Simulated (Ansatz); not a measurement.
```
KI
1.0
    0.00000     3.50280     3.53783
    3.50280     0.00000     3.53783
    3.50280     3.50280     0.00000
K I
1 1
Direct
  0.00000   0.00000   0.00000
  0.50000   0.50000   0.50000
```

No spin polarisation.

Computed with PBEsol, PAW, 420 eV (Ansatz, an electronic-structure program; without spin-orbit coupling). Γ-centred 8×8×8 mesh, Fermi–Dirac width 0.05 eV.

Task: What is the computed space group?

Result: I4/mmm (No. 139).

Task: What is the computed pressure (mean of the normal stresses, compression positive)?

Result: -0.11 GPa.

The cells carry an imposed strain or load. Stability against distortions was not tested. The cell was made from KI in the rock salt structure (space group Fm-3m, No. 225) by this change: uniaxial strain ε_zz = +1.00 %.
